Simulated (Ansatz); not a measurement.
**Relaxation of the atoms of LiMg (Amm2, 6 atoms in the cell) at several settings**

```
LiMg
1.0
    5.01774     0.00000     0.00000
    0.00000     4.63929     2.69328
    0.00000    -4.63929     2.69328
Li Mg
3 3
Cartesian
  0.00000   0.00000   1.79755
  2.50887  -1.54646   2.69776
  2.50887   1.54646   2.69776
  0.00000   1.56465   4.46848
  0.00000  -1.56465   4.46848
  2.50887   0.00000   0.02963
```

Base: PBEsol, default PAW files made with PBE in Ansatz (an electronic-structure program). Its settings: kpoints.mp_grid.grid = 5 5 5; kpoints.mp_grid.shift = 0.5 0.5 0.5; hamiltonian.xc = pbesol; hamiltonian.pseudopotentials = {kind: paw} (the program's default PAW files); scf.occupations.method = gaussian; scf.occupations.width = 0.136 eV. Starting volume 20.90 Å³ per atom.

Each line gives the change from the base single point and the result:

- atoms moved at random; scf.convergence.dr2_threshold: default (1e-07 eV) → 0.001 eV; relax: default → atoms; relax.f_tol: default → 0.03 eV/Å: pressure -0.17 GPa; largest force (vector length) 0.010 eV/Å; relaxation steps 3; free energy against the base single point -0.4 meV/atom.
- atoms moved at random; relax: default → atoms; relax.f_tol: default → 0.1 eV/Å: pressure -0.17 GPa; largest force (vector length) 0.008 eV/Å; relaxation steps 3; free energy against the base single point -0.4 meV/atom.
- atoms moved at random; relax: default → atoms; relax.f_tol: default → 0.005 eV/Å: pressure -0.18 GPa; largest force (vector length) 0.002 eV/Å; relaxation steps 5; free energy against the base single point -0.4 meV/atom.

The starting cell comes from a database of computed structures (which also holds hypothetical and non-ambient phases and stackings), without a prior relaxation at this level. Ansatz's pressure includes its estimate of the finite-basis (Pulay) stress.

Keys are those of Ansatz 0.2.
